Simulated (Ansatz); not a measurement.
Consider Sb (space group R-3m, No. 166; a = 4.3263 Å, c = 11.3390 Å (hexagonal axes); layered; relaxed with 0.1 eV smearing). Axes: x lies along a and z along c of the hexagonal cell.

Structures relaxed with r2SCAN+rVV10, PAW, 500 eV (Ansatz, a program for electronic structure; no SOC).

Base:

Simulated powder pattern, Cu Kα1, λ = 1.54056 Å (kinematic, ideal powder, no thermal factors, no anomalous dispersion; the 8 strongest lines at most, above 2 %, up to 2θ = 90°):

```
2θ (°)  I/Imax (%)    hkl
------  ----------  -----
28.53          100  (012)
39.84           35  (104)
41.72           37  (110)
51.32           19  (202)
59.06           11  (024)
65.54           12  (116)
68.20           16  (122)
74.90           11  (214)
```

Modification: strain tensor (xx, yy, zz, yz, xz, xy) = (+1.76, +0.76, −2.81, +0.97, +0.17, +0.71) %, atoms relaxed at fixed cell.

Question: Predict the new powder pattern.

Answer: 
Simulated powder pattern, Cu Kα1, λ = 1.54056 Å (kinematic, ideal powder, no thermal factors, no anomalous dispersion; the 8 strongest lines at most, above 2 %, up to 2θ = 90°):

| 2θ (°) | I/Imax (%) | hkl |
|---|---|---|
| 28.38 | 99 | (012) |
| 28.55 | 100 | (1 0 -2) |
| 28.71 | 98 | (1 -1 2) |
| 40.06 | 34 | (104) |
| 40.34 | 34 | (-1 1 4) |
| 40.97 | 39 | (2 -1 0) |
| 41.04 | 38 | (110) |
| 41.55 | 37 | (1 -2 0) |

The indices refer to the base's conventional cell; one index is shown for lines that coincide. The space group is now P-1 (No. 2).

No phonon test of stability was made.
